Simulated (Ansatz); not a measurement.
Given:

End structure of Ni on the 1x1 (111) surface of fcc Cu, one in a 2x2 cell, started at the site 'bridge Cu-Cu (span 2.6 Å)':

```
CELL_PARAMETERS angstrom
      5.13360     0.00000     0.00000
     -2.56680     4.44582     0.00000
      0.00000     0.00000    25.50000
ATOMIC_POSITIONS crystal
  Cu 0.16667 0.33333 0.37817
  Cu 0.16667 0.83333 0.37817
  Cu 0.66667 0.33333 0.37817
  Cu 0.66667 0.83333 0.37817
  Cu 0.33333 0.16667 0.45940
  Cu 0.33333 0.66667 0.45940
  Cu 0.83333 0.16667 0.45940
  Cu 0.83333 0.66667 0.45940
  Cu 0.99744 0.99872 0.54108
  Cu 0.00025 0.50012 0.54036
  Cu 0.50107 0.99879 0.54106
  Cu 0.50107 0.50229 0.54106
  Cu 0.16306 0.33650 0.62166
  Cu 0.16306 0.82656 0.62166
  Cu 0.67296 0.33648 0.62164
  Cu 0.66640 0.83320 0.62694
  Ni 0.33286 0.16643 0.69144
```

Set-up: 17 atoms, 6.2 Å thick at the start under the adsorbate (thin: gaps and levels are the slab's own); mesh 6x6x1; 0.1 eV smearing; dipole correction on; 8 atoms held, the rest relaxed; start symmetry kept, larger cells not searched; spin-polarised, no spin-orbit, no U, no dispersion correction. At the end it is bonded to 3 Cu. In PBE it is, or lies within 0.03 eV of, the lowest of the starts that converged.

A negative adsorption energy means that the adsorbate is more stable on the surface than in its reference.

Question: What adsorption energy against an atom of fcc Ni, ferromagnetic does PBE (Ansatz, a quantum-chemistry and plane-wave program) give?

Answer: 1.75 eV

Question: Give the change of the step from the bottom to the top vacuum level, against the clean slab at the level PBE.

Answer: -0.97 eV

Question: What is the computed work function of the top face (PBE)?

Answer: 3.83 eV

Question: Estimate the change of the work function that PBE returns for this input.

Answer: -0.94 eV
